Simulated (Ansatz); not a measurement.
Consider Si-vacancy pair (Si on one host Al site, one Al site vacant) in zinc-blende AlP, charge state -2. Level of theory: PBE, PAW (plane waves to 420 eV; Ansatz, a first-principles code).

64-site cell at the relaxed PBE lattice, a 2×2×2 k-point mesh shifted by half a step, smearing 0.01 eV, spin-restricted, no finite-size correction. Static, classical nuclei. The charge state is imposed; whether it is stable for some Fermi level was not computed. Forms of the defect that were not tried may lie lower.

Barriers: single points on a 3×3×3 k-point mesh shifted by half a step at the bands' geometries.

Relaxed starting cell (atoms counted from 1):

```
CELL_PARAMETERS angstrom
     11.01654     0.00000     0.00000
      0.00000    11.01654     0.00000
      0.00000     0.00000    11.01654
ATOMIC_POSITIONS crystal
  Si 0.99353 0.00267 0.00286
  Al 0.00711 0.00592 0.49451
  Al 0.00749 0.49430 0.00613
  Al 0.99345 0.49425 0.49435
  Al 0.49970 0.00131 0.00143
  Al 0.50019 0.00111 0.49831
  Al 0.50022 0.49825 0.00122
  Al 0.49949 0.49872 0.49882
  P  0.11531 0.13460 0.36698
  P  0.11993 0.12085 0.88086
  P  0.12464 0.62410 0.37348
  P  0.12458 0.62403 0.87500
  P  0.62839 0.12538 0.37343
  P  0.62525 0.12561 0.87559
  P  0.62463 0.62501 0.37434
  P  0.62591 0.62536 0.87545
  Al 0.99757 0.24970 0.74989
  Al 0.99757 0.74979 0.24983
  Al 0.00248 0.74895 0.74921
  Al 0.50033 0.25004 0.25017
  Al 0.49956 0.24982 0.75027
  Al 0.49956 0.75001 0.25016
  Al 0.50009 0.74952 0.74964
  P  0.11510 0.36644 0.13502
  P  0.12464 0.37343 0.62421
  P  0.12002 0.88070 0.12091
  P  0.12439 0.87484 0.62423
  P  0.62843 0.37338 0.12548
  P  0.62446 0.37420 0.62525
  P  0.62510 0.87539 0.12579
  P  0.62588 0.87530 0.62547
  Al 0.24319 0.00893 0.25668
  Al 0.24858 0.99866 0.75030
  Al 0.24427 0.49425 0.24332
  Al 0.24932 0.49815 0.74970
  Al 0.75670 0.00258 0.24401
  Al 0.75126 0.00312 0.74952
  Al 0.75531 0.49442 0.25749
  Al 0.75065 0.49897 0.74995
  P  0.37318 0.12552 0.12553
  P  0.37401 0.12541 0.62575
  P  0.37401 0.62560 0.12554
  P  0.37456 0.62459 0.62459
  P  0.88906 0.12607 0.12607
  P  0.87517 0.12536 0.62248
  P  0.87527 0.62240 0.12542
  P  0.87554 0.62524 0.62537
  Al 0.24318 0.25672 0.00902
  Al 0.24437 0.24336 0.49441
  Al 0.24874 0.75025 0.99871
  Al 0.24919 0.74971 0.49823
  Al 0.75670 0.24413 0.00260
  Al 0.75511 0.25756 0.49452
  Al 0.75120 0.74946 0.00329
  Al 0.75065 0.74986 0.49910
  P  0.37316 0.37446 0.37450
  P  0.37350 0.37267 0.87588
  P  0.37351 0.87573 0.37275
  P  0.37545 0.87530 0.87532
  P  0.88315 0.36649 0.36660
  P  0.87594 0.37564 0.87666
  P  0.87586 0.87661 0.37568
  P  0.87955 0.87717 0.87732
```
Cell charge -2.

End state 1 differs by these moves (Å; atoms that move under 0.08 Å are left out):

```
atom  element     Δx     Δy     Δz
----  -------  -----  -----  -----
1          Si   0.11   0.00  -0.11
2          Al  -0.06  -0.05   0.05
4          Al   0.09   0.04   0.06
5          Al  -0.05   0.05   0.06
7          Al  -0.06  -0.04  -0.09
9           P   0.12  -0.10   0.06
10          P   0.07   0.06   0.08
17         Al   0.06  -0.06   0.07
20         Al  -0.06  -0.07  -0.07
21         Al  -0.05   0.09   0.05
24          P   0.23   0.00  -0.23
32         Al   0.15   0.00  -0.15
33         Al  -0.04   0.04   0.06
35         Al   0.10  -0.04   0.06
36         Al  -0.06  -0.04   0.04
38         Al  -0.06   0.04  -0.10
40          P  -0.06   0.10  -0.12
44          P  -0.08  -0.06  -0.07
48         Al  -2.57   0.00   2.57
49         Al   0.07   0.07   0.06
52         Al  -0.07   0.06  -0.06
53         Al  -0.05  -0.09   0.05
57          P  -0.07  -0.07   0.07
60          P  -0.07   0.07   0.07
```

**Question.** What is the computed forward and backward barriers to end state 1 (PBE, PAW)?

**Answer.** forward 1.52 eV, backward 1.52 eV; at the saddle point atom 48 has neighbours P at 2.26, P at 2.60, P at 2.64, P at 2.69, P at 2.73 Å. The saddle point's order was not checked.

End state 2 differs by these moves (Å; atoms that move under 0.08 Å are left out):

```csv
atom,element,Δx,Δy,Δz
2,Al,-0.16,-0.16,0.00
3,Al,-0.11,0.06,-0.05
4,Al,0.05,0.05,0.04
5,Al,0.05,-0.10,0.05
6,Al,0.05,0.05,-0.04
9,P,0.08,-0.13,0.10
13,P,0.05,-0.10,-0.08
18,Al,-0.08,0.07,0.08
20,Al,0.05,-0.07,0.08
22,Al,0.06,0.05,-0.07
24,P,0.09,0.08,-0.10
30,P,0.08,0.09,0.10
32,Al,0.07,-0.08,-0.08
34,Al,0.05,0.06,0.07
36,Al,2.64,2.64,0.00
38,Al,-0.07,0.05,-0.08
44,P,-0.18,-0.18,0.00
48,Al,0.07,-0.10,-0.06
49,Al,0.05,0.06,0.05
53,Al,-0.15,-0.15,0.00
54,Al,-0.10,0.07,0.06
55,Al,0.06,0.05,-0.05
60,P,-0.10,0.05,0.08
62,P,-0.13,0.08,-0.10
```

**Question.** Predict the forward and backward barriers to end state 2 from PBE, PAW.

**Answer.** forward 1.58 eV, backward 1.58 eV; at the saddle point atom 36 has neighbours P at 2.31, P at 2.61, P at 2.64, P at 2.67, P at 2.70 Å. The saddle point's order was not checked, and it lies on a symmetry element of the cell, where a band can be held.

End state 3 differs by these moves (Å; atoms that move under 0.08 Å are left out):

```tsv
atom	element	Δx	Δy	Δz
1	Si	0.09	-0.03	-0.02
2	Al	-0.06	-0.06	0.05
4	Al	0.14	0.14	-0.01
7	Al	-0.06	0.10	0.05
8	Al	-0.05	-0.05	-0.05
9	P	0.12	-0.08	0.09
11	P	0.10	-0.07	-0.09
18	Al	0.06	-0.06	0.08
20	Al	-0.06	0.07	0.08
22	Al	-0.06	-0.06	-0.07
24	P	0.21	0.21	-0.01
32	Al	0.08	-0.06	-0.08
34	Al	-2.59	-2.62	0.00
36	Al	-0.06	-0.05	0.06
38	Al	-0.06	0.06	-0.08
42	P	-0.09	-0.08	0.08
44	P	-0.10	-0.05	-0.05
49	Al	0.14	0.14	0.01
50	Al	0.10	-0.06	0.04
51	Al	-0.06	-0.06	-0.05
52	Al	-0.07	0.08	-0.04
53	Al	-0.05	-0.06	0.04
56	P	-0.06	0.10	-0.08
60	P	-0.06	0.09	0.07
```

**Question.** Give the forward and backward barriers to end state 3 at the level PBE, PAW.

**Answer.** forward 1.66 eV, backward 1.35 eV; at the saddle point atom 34 has neighbours P at 2.26, 2 P at 2.64, 2 P at 2.69 Å. The saddle point's order was not checked.
